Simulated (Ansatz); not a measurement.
Base system: GaN in the wurtzite structure (space group P6_3mc, No. 186).

```yaml
crystal:
  lattice:
    - [3.18312, 0.00000, 0.00000]
    - [-1.59156, 2.75667, 0.00000]
    - [0.00000, 0.00000, 5.18363]
  atoms:
    - { symbol: Ga, position: [0.66667, 0.33333, 0.00099] }
    - { symbol: Ga, position: [0.33333, 0.66667, 0.50099] }
    - { symbol: N, position: [0.66667, 0.33333, 0.62421] }
    - { symbol: N, position: [0.33333, 0.66667, 0.12421] }
```

Cartesian axes are those of the cell as printed.

All numbers come from r2SCAN (Ansatz, an electronic-structure program, PAW, spin-orbit coupling left out).

Strains are applied to the cell and any free atomic positions relax.

One change was made to it. Results:

| quantity | base | after |
|---|---|---|
| pressure (mean of the normal stresses, compression positive) | 0.00 GPa | -11.66 GPa |
| energy relative to the base (free energy F) | 0 meV/atom | +31 meV/atom |
| electron mass | 0.17 mₑ along c, 0.19 mₑ across (at Γ) | 0.14 mₑ along c, 0.16 mₑ across (at Γ) |

Task: Name the change that was made.
A) isotropic strain +2.32 %
B) tensor shear ε_xz = −0.31 %
C) uniaxial strain ε_yy = +3.54 %
D) isotropic strain +1.30 %

Result: A, isotropic strain +2.32 %. For comparison, the energy relative to the base in the other runs: uniaxial strain ε_yy = +3.54 % gives +16 meV/atom; tensor shear ε_xz = −0.31 % gives +0.1 meV/atom; isotropic strain +1.30 % gives +10 meV/atom.

The levels and masses belong to the bands next to the band gap. Effective masses come from finite differences of ±0.01 Å⁻¹. Whether these cells are dynamically stable was not tested.
